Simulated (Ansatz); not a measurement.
In₂O₃ (Pbcn, No. 60, 20 atoms in the cell; start mp-1105681; a measured phase of this formula has another space group)

Computed with r²SCAN+rVV10 in Ansatz (PAW).

Run with plane-wave cutoff 560 eV, 4×6×6 k mesh (along the axes of the cell as run), Fermi–Dirac smearing 0.01 eV, scalar-relativistic PAW data made under PBE.

Cell (relaxed at this level):

In$_{2}$O$_{3}$ has the orthorhombic space group Pbcn (No. 60), Pearson symbol oP20. Cell: a = 7.9491 Å, b = 5.5019 Å, c = 5.5956 Å, α = 90.00°, β = 90.00°, γ = 90.00°. In on 8d is coordinated by 6 O at 2.130–2.292 Å. O1 on 8d has 4 In at 2.146–2.292 Å. O2 on 4c is surrounded by 4 In at 2.130–2.218 Å. (Neighbours: up to the widest gap in distance over summed covalent radii, below 1.35, at either atom; cation-cation and far metal-metal contacts left out.)

```json
{
  "band_gap": "1.60 eV (on the SCF k mesh)"
}
```

Note: the relaxation could not lower the start's symmetry, so the cell can be a saddle point above a distorted one.

Spin–orbit coupling is not included.

Computed values are for the static lattice.

A start named mp-… is a Materials Project structure, which need not be a measured phase.

Ansatz is a quantum-chemistry and plane-wave program.
